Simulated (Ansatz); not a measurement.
## Nb: pressure series

Consider Nb in the bcc (W type) structure (space group Im-3m, No. 229; a = 3.271 Å).

Cell and atoms are relaxed at each pressure.

All numbers come from plane-wave PAW DFT at the PBEsol level (Ansatz, a quantum-chemistry and plane-wave program, 420 eV), spin-orbit coupling left out.

Notes on the quantities. enthalpy: H = E + PV relative to the base's energy.

```tsv
change	shortest interatomic distance	density	enthalpy
base	2.833 Å	8.81 g/cm³	–
pressure −2 GPa	2.844 Å	8.72 g/cm³	-0.22 eV/atom
pressure −1 GPa	2.838 Å	8.76 g/cm³	-0.11 eV/atom
pressure 0.9 GPa	2.828 Å	8.86 g/cm³	+0.10 eV/atom
pressure 2.1 GPa	2.822 Å	8.91 g/cm³	+0.23 eV/atom
pressure 4.5 GPa	2.811 Å	9.02 g/cm³	+0.49 eV/atom
pressure 9 GPa	2.791 Å	9.22 g/cm³	+0.96 eV/atom
pressure 15 GPa	2.766 Å	9.47 g/cm³	+1.58 eV/atom
pressure 22.5 GPa	2.739 Å	9.75 g/cm³	+2.33 eV/atom
pressure 30 GPa	2.714 Å	10.02 g/cm³	+3.06 eV/atom
```

Load acts through the strain it causes; cell and atoms are relaxed under it. No phonon test of stability was made. Competing high-pressure phases were not computed. The final runs are not spin-polarised.
